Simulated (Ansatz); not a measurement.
Structures of equal composition on the (0001) surface of wurtzite GaN (Ga plane on top): 2x2 Al adatom at H3; 2x2 Al adatom at T4. The slabs share one bottom face, and each structure is named by its start. These are constructed structures in small cells; real faces may alloy, dewet or reconstruct in larger ones, and not all known structures of the face are among them. Slabs of about 14 Å with all that they carry, Fermi-Dirac smearing of 0.025 eV. Bottom of the slabs: H caps. Relaxed from the named starts with such symmetry as they have, on meshes of like density; energies extrapolated to zero smearing; no spin-orbit coupling, no U. Spin-polarised runs, if any, are marked in brackets, and their order is one that fits the cell; the others ran without spin. Where a second, spin-polarised start was run, the lower counts.

Host crystal: wurtzite GaN, with a band gap (PBE, scalar-relativistic without spin-orbit coupling).

Computed with r2SCAN, at the PBE geometry (plane waves to 500 eV, PAW; Ansatz, an electronic-structure program).

Q: Rank these by energy per 1x1 cell (lowest first), as r2SCAN, at the PBE geometry gives it.

A: 2x2 Al adatom at T4 (0.000 eV, gap 0.77 eV on the mesh), 2x2 Al adatom at H3 (0.090 eV, gap 0.69 eV on the mesh)
